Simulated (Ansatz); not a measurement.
The reference is Hf in the hcp (Mg type) structure (space group P6_3/mmc, No. 194; a = 3.1979 Å, c = 5.0473 Å). Axes: x lies along a and z along c of the hexagonal cell.

Computed with r2SCAN (Ansatz, an electronic-structure program), without spin-orbit coupling.

For the base:

The shortest interatomic distance is 3.127 Å and the band gap is zero.

It is then changed as follows: a free-standing slab of 6 layers (6 atoms, 1 a layer) is cut normal to the z axis, with 15 Å of vacuum and the in-plane cell held at bulk.

Q: How does this affect the change of the spacing d23 from its bulk value of 2.524 Å?

A: The change of the spacing d23 from its bulk value of 2.524 Å comes out as +3.5 %.

Q: How does this affect the excess energy per area of both faces?

A: The excess energy per area of both faces (slab less bulk energy over the cell's area: twice a surface energy) is 3.9 J/m² (uncertain by up to 0.1 J/m²).

Q: What happens to the shortest interatomic distance?

A: The shortest interatomic distance shrinks by 0.125 Å (3.127 Å → 3.002 Å).

Q: How does this affect the change of the spacing d12 from its bulk value of 2.524 Å?

A: The change of the spacing d12 from its bulk value of 2.524 Å amounts to -6.2 %.

Q: How does this affect the band gap?

A: The band gap remains zero.

The excess energy carries the mismatch between the slab's and the bulk's meshes. Whether these cells are dynamically stable was not tested. The final runs are not spin-polarised.
